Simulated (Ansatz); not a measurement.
**Rutile MgH2**

Method: PBE (PAW; Ansatz, an electronic-structure program).

Run with plane-wave cutoff 520 eV, 8×8×8 k mesh, perturbation theory, force constants from a 4×4×4 q mesh, scalar-relativistic PAW data made under PBE.

Cell: relaxed at this level.

- electronic dielectric constant ε∞ (mean over three axes): 3.96
- dielectric constant ε0 (ions relaxed) (mean over three axes): 10.4
- zero-point energy: 0.134 eV/atom
